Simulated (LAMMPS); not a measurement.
LAMMPS 22 Jul 2025, classical MD, SNAP (Cu_Zuo_JPCA2020.snapcoeff): Cu, 2048 atoms.

```
Quantity                                                                                            Result
-----------------------------------------------  ---------------------------------------------------------
task                                                                                               MD, nve
potential                                        SNAP, Cu_Zuo_JPCA2020.snapcoeff Cu_Zuo_JPCA2020.snapparam
copies of the repeat unit                                                                            8×8×8
shape (slab and sphere leave vacuum in the box)                                                       bulk
neighbor skin                                                                                          2 Å
neigh_modify                                                                     every 1 delay 0 check yes
newton                                                                                        on (default)
atom_modify sort (bins of 2 Å where set)                                                    1000 (default)
comm_style                                                                                 brick (default)
box                                                                                   28.9 × 28.9 × 28.9 Å
start                                                      generated fcc lattice, warmed in an untimed run
```

All runs start from one configuration, warmed at this fixed volume for 300 steps under a thermostat at 900 K. The run at the shortest step has a mean temperature of 902 K and a mean pressure of 7.5 GPa.

Each run covers about 0.40 ps at constant energy (mean temperature 902 K at the shortest step); σ is the standard deviation over the printed steps. Each setting ran once; only counts and results are compared.

Steps tried: 0.5 fs, 1 fs, 2 fs, 2.5 fs, 4 fs, 5 fs, 8 fs, 10 fs, 16 fs, 20 fs, 32 fs.

Up to which step does the ratio σ(E total)/σ(E kinetic) stay under 10 %, and what happens beyond?

10 fs. The run fails or blows up at 32 fs.

```tsv
time step	σ(E total)/σ(E kinetic)	last minus first total energy (meV/atom)	mean temperature (K)
0.5 fs	9.9e-5	under 0.001	902
1 fs	0.00040	under 0.001	902
2 fs	0.0016	−0.0038	902
2.5 fs	0.0025	−0.0058	902
4 fs	0.0064	−0.013	900
5 fs	0.010	−0.019	899
8 fs	0.027	−0.022	894
10 fs	0.044	+0.0065	889
16 fs	0.16	+0.59	869
20 fs	0.39	+2.9	853
32 fs	stops: Lost atoms	—	—
```

The bar is a choice.
